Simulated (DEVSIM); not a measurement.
abrupt GaAs p-n junction

Structure: abrupt GaAs p-n junction, at 300 K.

| layer (left to right) | material | thickness (μm) | Nd (cm⁻³) | Na (cm⁻³) | τn (s) | τp (s) |
|---|---|---|---|---|---|---|
| 1 | GaAs | 0.370 | - | 7.2e15 | 6.5e-9 | 6.5e-9 |
| 2 | GaAs | 18.0 | 4.5e14 | - | 6.5e-9 | 6.5e-9 |

Left contact: ohmic. Right contact: ohmic. Voltage is applied to the left contact. Recombination: SRH at mid-gap, radiative, Auger. Mobility is μmin + (μ − μmin)/(1 + (N/Nref)^α).

Constants are typed, rounded textbook-type inputs, not results; the design itself was drawn at random and stands for no fabricated device. Values at 300 K.

| parameter | GaAs |
|---|---|
| gap (eV) | 1.424 |
| affinity (eV) | 4.07 |
| permittivity | 12.9 |
| Nc (cm⁻³) | 4.7e17 |
| Nv (cm⁻³) | 9e18 |
| μn (cm²/Vs) | 8500 |
| μp (cm²/Vs) | 400 |
| μn,min | 500 |
| μp,min | 20 |
| Nref,n | 6e16 |
| Nref,p | 1.5e17 |
| αn | 0.39 |
| αp | 0.38 |
| B (cm³/s) | 2e-10 |
| Cn (cm⁶/s) | 1e-30 |
| Cp (cm⁶/s) | 1e-30 |

DEVSIM, 1D drift-diffusion, Boltzmann statistics, complete ionisation; no tunnelling, impact ionisation, image-force lowering or self-heating.

| Property | Value |
|---|---|
| Potential step across the device at zero bias | 1.060 V |
| Largest field in the device at zero bias | 11000 V/cm |
| Dark forward voltage at 1 A/cm² | 0.909 V |
| Dark forward voltage at 100 A/cm² | 1.271 V |

Dark reverse current:

```json
[
 {"V (V)": "-0.20", "J (A/cm²)": "-7.8e-10"},
 {"V (V)": "-0.50", "J (A/cm²)": "-1.6e-9"},
 {"V (V)": "-1.00", "J (A/cm²)": "-2.7e-9"},
 {"V (V)": "-1.50", "J (A/cm²)": "-3.6e-9"},
 {"V (V)": "-2.00", "J (A/cm²)": "-4.5e-9"},
 {"V (V)": "-3.00", "J (A/cm²)": "-5.9e-9"},
 {"V (V)": "-4.00", "J (A/cm²)": "-7.1e-9"},
 {"V (V)": "-5.00", "J (A/cm²)": "-8.2e-9"},
 {"V (V)": "-6.50", "J (A/cm²)": "-9.7e-9"},
 {"V (V)": "-8.00", "J (A/cm²)": "-1.1e-8"},
 {"V (V)": "-10.00", "J (A/cm²)": "-1.3e-8"}
]
```

Dark forward current:

(V (V), J (A/cm²)): (0.05, 5.5e-10); (0.10, 1.9e-9); (0.20, 1.6e-8); (0.25, 4.3e-8); (0.30, 1.2e-7); (0.40, 9.0e-7); (0.45, 2.5e-6); (0.55, 2.1e-5); (0.60, 6.3e-5); (0.65, 0.00021); (0.75, 0.0039); (0.80, 0.021); (0.85, 0.13); (0.95, 3.5); (1.00, 10); (1.10, 35); (1.15, 51); (1.20, 70); (1.30, 110); (1.35, 140); (1.40, 170); (1.50, 230); (1.55, 270); (1.65, 350); (1.70, 400); (1.75, 450); (1.85, 550); (1.90, 610)
